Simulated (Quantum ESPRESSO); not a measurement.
Input and output of a self-consistent single point for MgTi2 (P-62m, 6 atoms in the cell) (Quantum ESPRESSO).

Computed with PBEsol, GBRV 1.5 ultrasoft (PBESOL) pseudopotentials (plane waves; Quantum ESPRESSO).

```xyz
6
Lattice="5.1439 0.0000 0.0000 -2.5719 4.4547 0.0000 0.0000 0.0000 4.8918" Properties=species:S:1:pos:R:3 pbc="T T T"
Mg     2.5719     1.4849     0.0000
Mg     0.0000     2.9698     0.0000
Ti    -0.8131     1.4083     2.4459
Ti     1.6261     0.0000     2.4459
Ti     1.7589     3.0465     2.4459
Ti     0.0000     0.0000     0.0000
```

Reference input (self-consistent single point, DFT, LDA (PZ), plane waves, GBRV 1.5 ultrasoft (LDA) pseudopotentials): ecutwfc = 50 Ry; ecutrho = 400 Ry; occupations = smearing; smearing = gauss; degauss = 0.0036749 Ry; potentials = {Mg: mg_lda_v1.4.uspp.F.UPF, Ti: ti_lda_v1.4.uspp.F.UPF}; K_POINTS = automatic 6 6 6 0 0 0; conv_thr = 1e-11 Ry. This run's input differs from it in these lines:

```diff
@@ -24,4 +24,4 @@
 ATOMIC_SPECIES
-Mg    24.3050  mg_lda_v1.4.uspp.F.UPF
-Ti    47.8670  ti_lda_v1.4.uspp.F.UPF
+Mg    24.3050  mg_pbesol_v1.4.uspp.F.UPF
+Ti    47.8670  ti_pbesol_v1.4.uspp.F.UPF
 ATOMIC_POSITIONS angstrom
```

Output (repeated stretches shortened):

```
     Self-consistent Calculation

     iteration #  1     ecut=    50.00 Ry     beta= 0.70

     negative rho (up, down):  3.809E-03 0.000E+00

     total energy              =    -725.25447942 Ry
     estimated scf accuracy    <       3.67153473 Ry

     iteration #  2     ecut=    50.00 Ry     beta= 0.70

     negative rho (up, down):  3.378E-03 0.000E+00

     total energy              =    -721.86907133 Ry
     estimated scf accuracy    <      36.26338937 Ry

     iteration #  3     ecut=    50.00 Ry     beta= 0.70

     negative rho (up, down):  2.010E-03 0.000E+00

     total energy              =    -726.48894373 Ry
     estimated scf accuracy    <       5.04241966 Ry

   [... 16 blocks of this kind left out ...]

     iteration # 20     ecut=    50.00 Ry     beta= 0.70

     negative rho (up, down):  2.110E-03 0.000E+00

     total energy              =    -726.70692942 Ry
     estimated scf accuracy    <          2.2E-11 Ry

     iteration # 21     ecut=    50.00 Ry     beta= 0.70

     negative rho (up, down):  2.110E-03 0.000E+00
     End of self-consistent calculation

     the Fermi energy is    10.1973 ev

!    total energy              =    -726.70692942 Ry
     estimated scf accuracy    <          3.4E-12 Ry
     smearing contrib. (-TS)   =      -0.00117780 Ry
     internal energy E=F+TS    =    -726.70575161 Ry

     convergence has been achieved in  21 iterations

     negative rho (up, down):  2.110E-03 0.000E+00

     Forces acting on atoms (cartesian axes, Ry/au):

     atom    1 type  1   force =     0.00000000    0.00000000    0.00000000
     atom    2 type  1   force =     0.00000000    0.00000000    0.00000000
     atom    3 type  2   force =     0.00192024   -0.00332596   -0.00000000
     atom    4 type  2   force =    -0.00384048    0.00000000   -0.00000000
     atom    5 type  2   force =     0.00192024    0.00332596    0.00000000
   [... lines left out ...]
     Total force =     0.006652     Total SCF correction =     0.000001
   [... lines left out ...]

     negative rho (up, down):  2.110E-03 0.000E+00
          total   stress  (Ry/bohr**3)                   (kbar)     P=      -27.61
  -0.00018444   0.00000000  -0.00000000          -27.13        0.00       -0.00
   0.00000000  -0.00018444   0.00000000            0.00      -27.13        0.00
   0.00000000   0.00000000  -0.00019412            0.00        0.00      -28.56

   JOB DONE.
```

The run converged in 21 iterations. Against the reference run the pressure goes from -5.95 to -2.76 GPa and the largest force goes from 0.180 to 0.099 eV/Å.

The starting cell comes from a database of computed structures (which also holds hypothetical and non-ambient phases and stackings), without a prior relaxation at this level. Spin polarisation is off.

Cost on one core of a shared machine: roughly 3 min.
